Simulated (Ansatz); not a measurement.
The reference is GaN in the zinc blende structure (space group F-43m, No. 216).

```xyz
2
Lattice="0.0000 2.2743 2.2743 2.2743 0.0000 2.2743 2.2743 2.2743 0.0000" Properties=species:S:1:pos:R:3 pbc="T T T"
Ga     0.0000     0.0000     0.0000
N      1.1371     1.1371     1.1371
```

All numbers come from PBE (Ansatz, an electronic-structure program), no spin-orbit coupling.

Before the change:

The pressure comes out as 0.00 GPa. The gap character is direct at Γ.

Now apply this change: the cell is scaled by 0.9700 in all directions; the atoms relax in the strained cell.

Estimate the effect on the pressure.

The pressure goes from zero to 19.23 GPa.

Estimate the effect on the mean gap deformation potential ΔEg/Δln V.

The mean gap deformation potential ΔEg/Δln V comes out as -6.4 eV.

Predict the new gap character.

The gap character stays direct at Γ.

Stability against distortions was not tested. This is not the structure that GaN has at room temperature and ambient pressure.
